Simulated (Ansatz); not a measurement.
Take Mo₃Os in the A15 (Cr3Si type) structure (space group Pm-3n, No. 223; a = 4.943 Å) as the base.

Now apply this change: every Mo is replaced by Si; the structure is relaxed again.

Levels (all Ansatz, a first-principles code, PAW): PBEsol (420 eV, no spin-orbit coupling); PBEsol+SOC (420 eV, noncollinear with spin-orbit coupling).

The geometry is relaxed with PBEsol.

| Quantity | Result |
|---|---|
| PBEsol pressure | 0.0 GPa |

Problem. What does PBEsol+SOC give at this geometry for the pressure?

Solution. The pressure goes from zero to 0.2 GPa.

Single points use the geometry relaxed with PBEsol. Differences between runs with and without spin-orbit coupling are approximate. Whether these cells are dynamically stable was not tested. As relaxed here, OsSi3 is a hypothetical phase, not in the database extracts checked. The runs without spin-orbit coupling are not spin-polarised. OsSi3 has a high density of states at the Fermi level and may be magnetic at this level.
